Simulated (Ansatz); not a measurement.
A (10,10) carbon nanotube, stretched and compressed along its axis from its relaxed period of 2.467 Å, atoms relaxed at each length.

The numbers are results of PBE (plane waves to 420 eV, PAW; Ansatz, an electronic-structure program), not measurements. Mesh 1×1×30. No spin polarisation. Periodic along z alone, with about 11 Å of vacuum beside it. An idealised model, rolled from the flat sheet. It keeps the symmetry and period of its start, so it need not be a minimum against all distortions. Buckling under compression is shut out by symmetry and the short period. Energies are free energies at a Fermi–Dirac width of 0.05 eV, from the unstrained cell.

```tsv
strain (%)	energy (meV a period)	axial force (nN)
-3.0	+1047	-46.67
-1.5	+255	-22.36
0.0	0	+0.02
+1.5	+244	+20.89
+3.0	+953	+40.25
+6.0	+3609	+73.55
```

The slope of the force at zero strain is 1400 nN.
